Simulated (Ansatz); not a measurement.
**Mg: 6 layers**

The reference is Mg in the hcp (Mg type) structure (space group P6_3/mmc, No. 194; a = 3.1731 Å, c = 5.1825 Å). Axes: x lies along a and z along c of the hexagonal cell.

Now apply this change: a free-standing slab of 6 layers (6 atoms, 1 a layer) is cut normal to the z axis, with 15 Å of vacuum and the in-plane cell held at bulk.

Calculations: DFT with r2SCAN, PAW potentials and a 500 eV plane-wave cutoff in Ansatz (an electronic-structure program), no spin-orbit coupling. k-mesh 17×17×1 (Γ-centred); smearing 0.05 eV (Fermi–Dirac), for the changed cell.

The layer's space group (with vacuum) comes out as P-3m1 (No. 164) and the band gap stays zero. The excess energy per area of both faces (slab less bulk energy over the cell's area: twice a surface energy) comes out as 1.2 J/m² (uncertain by up to 0.1 J/m²) and the thickness between the outermost nuclei amounts to 12.97 Å. The change of the spacing d23 from its bulk value of 2.591 Å amounts to -0.3 %.

Cost of the whole job for the changed cell (relaxation, final SCF and bands): about 90 core-seconds (a rough figure).

The excess energy carries the mismatch between the slab's and the bulk's meshes. No phonon test of stability was made.
